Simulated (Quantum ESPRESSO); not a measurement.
The steps of a band-structure calculation for CoCl2 (R-3m, 3 atoms in the cell) with Quantum ESPRESSO.

Computed with PBEsol, PSlibrary PAW (PBE) pseudopotentials (plane waves; Quantum ESPRESSO 7.5).

Step 1 (scf):

```fortran
&CONTROL
 calculation = 'scf'
 prefix = 'run'
 outdir = './work'
 pseudo_dir = './'
 tprnfor = .true.
 tstress = .true.
/
&SYSTEM
 ibrav = 0
 nat = 3
 ntyp = 2
 ecutwfc = 50
 ecutrho = 300
 occupations = 'smearing'
 smearing = 'mp'
 degauss = 0.0073499
 nspin = 2
 starting_magnetization(1) = 0.333
 input_dft = 'pbesol'
/
&ELECTRONS
 conv_thr = 1.0d-10
 mixing_beta = 0.4
/
ATOMIC_SPECIES
Co    58.9332  Co.pbe-n-kjpaw_psl.1.0.0.UPF
Cl    35.4500  Cl.pbe-nl-kjpaw_psl.1.0.0.UPF
CELL_PARAMETERS {angstrom}
   1.77199999     1.02306467     5.81000000
  -1.77199999     1.02306467     5.81000000
   0.00000000    -2.04612934     5.81000000
ATOMIC_POSITIONS {alat}
Co    0.00000000    0.00000000    0.00000000
Cl    0.00000000    0.00000000    0.70741297
Cl    0.00000000    0.00000000    2.12223892
K_POINTS {automatic}
4 4 4  0 0 0
```

Step 2 (bands):

```fortran
&CONTROL
 calculation = 'bands'
 prefix = 'run'
 outdir = './work'
 pseudo_dir = './'
 verbosity = 'high'
/
&SYSTEM
 ibrav = 0
 nat = 3
 ntyp = 2
 ecutwfc = 50
 ecutrho = 300
 occupations = 'smearing'
 smearing = 'mp'
 degauss = 0.0073499
 nbnd = 19
 nspin = 2
 starting_magnetization(1) = 0.333
 input_dft = 'pbesol'
/
&ELECTRONS
 conv_thr = 1.0d-10
 startingwfc = 'random'
 diago_thr_init = 1.0d-6
 diagonalization = 'cg'
/
ATOMIC_SPECIES
Co    58.9332  Co.pbe-n-kjpaw_psl.1.0.0.UPF
Cl    35.4500  Cl.pbe-nl-kjpaw_psl.1.0.0.UPF
CELL_PARAMETERS {angstrom}
   1.77199999     1.02306467     5.81000000
  -1.77199999     1.02306467     5.81000000
   0.00000000    -2.04612934     5.81000000
ATOMIC_POSITIONS {alat}
Co    0.00000000    0.00000000    0.00000000
Cl    0.00000000    0.00000000    0.70741297
Cl    0.00000000    0.00000000    2.12223892
K_POINTS {crystal_b}
13
  0.00000000   0.00000000   0.00000000  10  ! G
  0.50000000   0.00000000   0.00000000   7  ! L
  0.50000000   0.18733772  -0.18733772   1  ! B1
  0.81266228   0.50000000   0.18733772  11  ! B
  0.50000000   0.50000000   0.50000000   5  ! Z
  0.00000000   0.00000000   0.00000000  12  ! G
  0.34366886   0.00000000  -0.34366886   1  ! X
  0.65633114   0.34366886   0.00000000   6  ! Q
  0.50000000   0.50000000   0.00000000   2  ! F
  0.65633114   0.65633114   0.18733772  10  ! P1
  0.50000000   0.50000000   0.50000000   1  ! Z
  0.50000000   0.00000000   0.00000000   4  ! L
  0.81266228   0.34366886   0.34366886   1  ! P
```

Step 3 (bands.x):

```fortran
&BANDS
 prefix = 'run'
 outdir = './work'
 filband = 'bands.dat'
 lsym = .false.
/
```

Output of bands (abridged):

```
     file Co.pbe-n-kjpaw_psl.1.0.0.UPF: wavefunction(s)  4S 3D renormalized
     file Cl.pbe-nl-kjpaw_psl.1.0.0.UPF: wavefunction(s)  3S renormalized

     Atomic positions and unit cell read from directory:
     ./work/run.save/

     Message from routine setup:
     using ibrav=0 with symmetry is DISCOURAGED, use correct ibrav instead
     G-vector sticks info
     --------------------
   [... lines left out ...]
     unit-cell volume          =     426.4723 (a.u.)^3
     atomic species   magnetization
   [... lines left out ...]
     ./work/run.save/charge-density

     Band Structure Calculation
     CG style diagonalization

     ethr =  1.00E-06,  avg # of iterations = 49.0

     End of band structure calculation

 ------ SPIN UP ------------

          k = 0.0000 0.0000 0.0000 (  2503 PWs)   bands (ev):

   -11.2385 -10.3933  -1.1914   0.3404   0.3404   1.6950   2.2836   2.2837
     2.6364   2.6364   2.6635   3.8245   3.8245   7.8323   9.9386  13.1931
    13.1931  15.1288  15.4359

          k = 0.0869 0.0502 0.0177 (  2523 PWs)   bands (ev):

   -11.2222 -10.3878  -1.1644   0.3237   0.3431   1.6766   2.2052   2.2258
     2.6134   2.6532   2.6840   3.7777   3.8074   7.9451  10.0523  13.0096
    13.2460  15.1626  15.3890

   [... 69 blocks of this kind left out ...]

 ------ SPIN DOWN ----------

          k = 0.0000 0.0000 0.0000 (  2503 PWs)   bands (ev):

   -11.0167 -10.1675  -0.8153   1.6295   1.6295   2.8489   2.8489   2.8923
     3.9459   3.9459   4.5359   5.8453   5.8453   8.1977  10.1280  13.4806
    13.4806  15.4456  15.8146

          k = 0.0869 0.0502 0.0177 (  2523 PWs)   bands (ev):

   -11.0003 -10.1616  -0.7889   1.5809   1.6274   2.7106   2.8043   2.8757
     3.9658   3.9799   4.5497   5.8226   5.8363   8.3117  10.2460  13.3108
    13.5367  15.4667  15.6471

   [... 69 blocks of this kind left out ...]
```

Output of bands.x (abridged):

```
     Reading xml data from directory:

     ./work/run.save/
     file Co.pbe-n-kjpaw_psl.1.0.0.UPF: wavefunction(s)  4S 3D renormalized
     file Cl.pbe-nl-kjpaw_psl.1.0.0.UPF: wavefunction(s)  3S renormalized

     G-vector sticks info
     --------------------
     sticks:   dense  smooth     PW     G-vecs:    dense   smooth      PW
     Sum        1787    1193    359                37423    20311    3333

     Reading collected, re-writing distributed wavefunctions
     high-symmetry point:  0.0000 0.0000 0.0000   x coordinate   0.0000
     high-symmetry point:  0.8690 0.5017 0.1767   x coordinate   1.0189
     high-symmetry point:  0.5434 1.0657 0.1767   x coordinate   1.6701
     high-symmetry point:  0.5434 0.9413 0.5301   x coordinate   2.0448
     high-symmetry point:  0.0000 0.0000 0.5301   x coordinate   3.1317
     high-symmetry point:  0.0000 0.0000 0.0000   x coordinate   3.6618
   [... 2 lines left out ...]
     high-symmetry point:  0.0000 1.0035 0.3534   x coordinate   5.7587
     high-symmetry point:  0.0000 0.9413 0.5301   x coordinate   5.9460
     high-symmetry point:  0.0000 0.0000 0.5301   x coordinate   6.8873
     high-symmetry point:  0.8690 0.5017 0.1767   x coordinate   6.8873
     high-symmetry point:  0.8151 0.4706 0.5301   x coordinate   7.2461

     Plottable bands (eV) written to file bands.dat.gnu
     Bands written to file bands.dat

   JOB DONE.
```

The starting cell comes from a database of published, mostly measured structures (it also holds non-ambient and calculated ones), without a prior relaxation at this level. With one magnetic atom in the cell only a parallel order is possible.
